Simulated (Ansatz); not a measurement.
```xyz
2
Lattice="12.5000 0.0000 0.0000 0.0000 11.0000 0.0000 0.0000 0.0000 2.6217" Properties=species:S:1:pos:R:3 pbc="T T T"
Ti     5.2213     5.5000     0.0000
Ti     7.2787     5.5000     1.3108
```

The numbers are results of PBE (plane waves to 420 eV, PAW; Ansatz, an electronic-structure program), not measurements. Mesh 1×1×78. Collinear spin, started with parallel moments, and moments remain. Isolated but for its images some 11 Å away. A model structure. It keeps the symmetry and period of its start, so it need not be a minimum against all distortions. Pairing along the axis, which can open a gap, is among the distortions not tried. No Hubbard term is applied. Fermi–Dirac width 0.02 eV.

Task: Say what this body is, and give its properties.

Result: Free zigzag chain of Ti atoms. A hypothetical model.
| Quantity | Result |
|---|---|
| net spin moment | 0.34 μB a period |
| PBE gap | none (under 0.01 eV) |
